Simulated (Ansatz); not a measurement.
Worked example: self-consistent single point of a (111) slab of Ca (cut from a parent of space group no. 225; 3 atoms in the cell) in Ansatz (an electronic-structure program).

Computed with PBEsol, default PAW files made with PBE (plane waves; Ansatz).

```
CELL_PARAMETERS angstrom
      3.95749     0.00000     0.00000
      1.97875     3.42729     0.00000
      0.00000     0.00000    20.46258
ATOMIC_POSITIONS crystal
  Ca 0.00000 0.00000 0.34209
  Ca 0.33333 0.33333 0.50000
  Ca 0.66667 0.66667 0.65791
```

Reference input (self-consistent single point, DFT, PBEsol, plane waves, default PAW files made with PBE): basis.ecutwfc = 420 eV; kpoints.mp_grid.grid = 9 9 1; hamiltonian.xc = pbesol; hamiltonian.pseudopotentials = {kind: paw} (the program's default PAW files); scf.occupations.method = gaussian; scf.occupations.width = 0.1 eV. This run's input differs from it in these lines:

Ansatz 0.2 input:
```diff
@@ -12,3 +12,3 @@
 kpoints:
-  mp_grid: { grid: [9, 9, 1] }
+  mp_grid: { grid: [8, 8, 1] }
 hamiltonian:
```

Output, abridged:

```
SCF iter   1: F=—  HF=-5380.333584 eV  |F-HF|=—  |Δ(HF+E_count)|=         —  Δρ=1.97e-3  dr2=7.82e-2  ethr=1.77e-3  ⟨swp⟩=8.8  Hψ=1152  notcnv=0
all-band conjugate gradients solve this SCF's bands
preconditioner: auto → LDOS
SCF iter   2: F=—  HF=-5380.330716 eV  |F-HF|=—  |Δ(HF+E_count)|=   2.87e-3  Δρ=9.66e-4  dr2=7.24e-3  ethr=2.61e-4  ⟨swp⟩=2.6  Hψ=343  notcnv=0
SCF iter   3: F=—  HF=-5380.330054 eV  |F-HF|=—  |Δ(HF+E_count)|=   6.62e-4  Δρ=3.78e-4  dr2=1.55e-3  ethr=2.41e-5  ⟨swp⟩=2.0  Hψ=311  notcnv=0
SCF iter   4: F=—  HF=-5380.329925 eV  |F-HF|=—  |Δ(HF+E_count)|=   1.29e-4  Δρ=1.32e-4  dr2=1.04e-4  ethr=5.18e-6  ⟨swp⟩=2.0  Hψ=263  notcnv=0
SCF iter   5: F=—  HF=-5380.329905 eV  |F-HF|=—  |Δ(HF+E_count)|=   1.98e-5  Δρ=2.47e-5  dr2=9.11e-6  ethr=3.46e-7  ⟨swp⟩=2.2  Hψ=305  notcnv=0
SCF iter   6: F=—  HF=-5380.330006 eV  |F-HF|=—  |Δ(HF+E_count)|=   1.01e-4  Δρ=7.71e-6  dr2=8.61e-7  ethr=3.04e-8  ⟨swp⟩=1.8  Hψ=202  notcnv=0
SCF iter   7: F=-5380.330006 eV  HF=-5380.330006 eV  |F-HF|=9.87e-9  |Δ(HF+E_count)|=   5.39e-8  Δρ=3.02e-6  dr2=5.42e-8  ethr=3.33e-10  ⟨swp⟩=8.8  Hψ=940  notcnv=0
SCF 1 converged in 7 iterations: F = -5380.330006 eV  dr2 = 5.42e-8
Free energy (F): -5380.330006 eV
Internal energy: -5380.311918 eV  (E = F + TS)
E sigma→0 (E₀):  -5380.320962 eV
Entropy (-TS):   -0.018088 eV (-6.029 meV/atom)
Fermi energy:    0.780581 eV
--- Forces (eV/Å), atoms counted from 1 ---
  atom   1  Ca     0.00000000     0.00000000     0.19257468
  atom   2  Ca    -0.00000000     0.00000000     0.00000000
  atom   3  Ca     0.00000000    -0.00000000    -0.19257468
--- Stress (GPa, compression-positive) ---
       -0.584279       0.000000      -0.000000
        0.000000      -0.584279       0.000000
        0.000000       0.000000      -0.717411
  P = ⅓ Tr σ = -0.6287 GPa (-6.287 kbar)
  The stress holds the Pulay correction. Without it, at fixed plane waves, as pw.x and ABINIT print it: P = -0.6291 GPa
```

The run converged in 7 iterations. Against the reference run the free energy drops by 7.0 meV/atom and the largest force goes from 0.178 to 0.193 eV/Å.

The starting cell has typed, rounded lattice constants, without a prior relaxation at this level. The slab is cut from that crystal, and its faces are unrelaxed. Its lattice was rescaled by up to half a per cent.
